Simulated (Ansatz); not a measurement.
# A computed series for Rh: response to strain

Start from Rh in the fcc (Cu type) structure (space group Fm-3m, No. 225; a = 3.802 Å; relaxed with 0.1 eV smearing).

Strains are applied to the cell and any free atomic positions relax.

The values are results of r2SCAN, PAW, 500 eV (Ansatz, a quantum-chemistry and plane-wave program; spin-orbit coupling left out), not measurements.

Notes on the quantities. energy relative to the base: free energy F.

```tsv
isotropic strain (%)	energy relative to the base (meV/atom)
-1.48	25.2
-0.79	?
0	0.0
1.13	13.2
4.03	148.5
```

### Question
Fit ΔE = Aε² + Bε³ (ε in %) to the rows shown and predict the withheld row.

### Answer
Least squares on the printed values gives A = 10.9 and B = -0.43 meV/atom (largest residual 0.1 meV/atom); this predicts 7.0 meV/atom, and the run gives 7.0 meV/atom, in agreement.

No phonon test of stability was made. The final runs are not spin-polarised. Rh lies near a magnetic instability that expansion can trigger; it was not tested.
